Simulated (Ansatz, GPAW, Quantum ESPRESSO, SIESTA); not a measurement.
**One structure in several programs: WO₂F (C2/c, 8 atoms in the cell)**

Self-consistent single point.

```yaml
crystal:
  lattice:
    - [4.83957, -2.67728, 0.00000]
    - [4.83957, 2.67728, 0.00000]
    - [-2.96845, 0.00000, 4.46549]
  atoms:
    - { symbol: W, position: [0.50000, 0.00000, 0.00000] }
    - { symbol: W, position: [0.00000, 0.50000, 0.50000] }
    - { symbol: O, position: [0.24749, 0.23951, 0.73953] }
    - { symbol: O, position: [0.75251, 0.76049, 0.26047] }
    - { symbol: O, position: [0.76049, 0.75251, 0.76047] }
    - { symbol: O, position: [0.23951, 0.24749, 0.23953] }
    - { symbol: F, position: [0.26793, 0.73207, 0.75000] }
    - { symbol: F, position: [0.73207, 0.26793, 0.25000] }
```

Shared settings, as Ansatz (a quantum-chemistry and plane-wave program) writes them: kpoints.mp_grid.grid = 4 4 4; scf.occupations.method = gaussian; scf.occupations.width = 0.136 eV. Potentials and cutoffs stand in the table.

```json
[
 {"code": "Quantum ESPRESSO", "model": "LDA (PZ), GBRV 1.5 ultrasoft (LDA) pseudopotentials", "pressure (GPa)": "-5.62", "largest force (eV/Å)": "0.085", "cutoff": "40 Ry"},
 {"code": "GPAW", "model": "LDA (Perdew-Wang 92), GPAW PAW datasets LDA (gpaw-data 1.0.1)", "pressure (GPa)": "–", "largest force (eV/Å)": "0.098", "cutoff": "950 eV"},
 {"code": "Ansatz", "model": "LDA (PW92), PAW files made with PBE", "pressure (GPa)": "-6.73", "largest force (eV/Å)": "0.091", "cutoff": "default"},
 {"code": "SIESTA", "model": "LDA PW92, numerical atomic orbitals DZP, PseudoDojo LDA standard norm-conserving potentials (rewritten from UPF to PSML)", "pressure (GPa)": "-4.07", "largest force (eV/Å)": "0.074", "cutoff": "grid 300 Ry"}
]
```

Size of the force on each atom (eV/Å): Sizes of forces hide their directions.

```tsv
code	W1	W2	O3	O4	O5	O6	F7	F8
Quantum ESPRESSO	0.000	0.000	0.048	0.048	0.048	0.048	0.085	0.085
GPAW	0.000	0.000	0.077	0.077	0.077	0.077	0.098	0.098
Ansatz	0.000	0.000	0.062	0.062	0.062	0.062	0.091	0.091
SIESTA	0.000	0.000	0.029	0.029	0.029	0.029	0.074	0.074
```

A dash marks a value that a program does not give, or that is left out as unsure.

On Ansatz's run: spin-orbit coupling is off. Spin polarisation is off.

The spread over the programs that give each value: pressure within 2.66 GPa; largest force within 0.024 eV/Å.

SIESTA uses small atom-centred bases, whose incompleteness enters pressures, forces and empty levels differently from a plane-wave cutoff. Ansatz's pressure is given at a fixed set of plane waves, as the other plane-wave codes print theirs; with its correction for the finite basis it is -6.20 GPa (the shift of 0.53 GPa shows how far the cutoff is from converged). The pressure of GPAW is left out: its cutoff lies under the one at which its stress was checked. The same LDA comes in different parametrisations, which differ slightly. In the pressure, SIESTA (by 2.10) lies more than 1 GPa from the median of the plane-wave programs.

The starting cell comes from a database of computed structures (which also holds hypothetical and non-ambient phases and stackings), without a prior relaxation at this level.

Left out of this page: CP2K (unsound by tests on forces, stress, charge or solver warnings).

Keys are those of Ansatz 0.2.
